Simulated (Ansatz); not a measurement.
Base system: CaO in the rock salt structure (space group Fm-3m, No. 225; a = 4.831 Å).

Structures relaxed with PBE (Ansatz, an electronic-structure program), no spin-orbit coupling.

Base:

Simulated powder pattern, Co Kα, λ = 1.79026 Å (kinematic, ideal powder, no thermal factors, no anomalous dispersion; the 8 strongest lines at most, above 2 %, up to 2θ = 90°):

| 2θ (°) | I/Imax (%) | hkl |
|---|---|---|
| 37.44 | 38 | (111) |
| 43.50 | 100 | (200) |
| 63.22 | 58 | (220) |
| 75.84 | 16 | (311) |
| 79.87 | 18 | (222) |

After one change:

Simulated powder pattern, Co Kα, λ = 1.79026 Å (kinematic, ideal powder, no thermal factors, no anomalous dispersion; the 8 strongest lines at most, above 2 %, up to 2θ = 90°):

```
2θ (°)  I/Imax (%)
------  ----------
37.62           38
43.71          100
63.54           58
76.25           16
80.31           18
```

Problem. Which of these changes matches the shifts?
A. pressure 10 GPa
B. pressure 7.5 GPa
C. pressure 1.5 GPa
D. pressure 5 GPa

Solution. C, pressure 1.5 GPa. Its volume per atom is 13.90 Å³ against 14.09 Å³, and its space group is Fm-3m (No. 225).

Load acts through the strain it causes; cell and atoms are relaxed under it. Whether these cells are dynamically stable was not tested. Competing high-pressure phases were not computed.
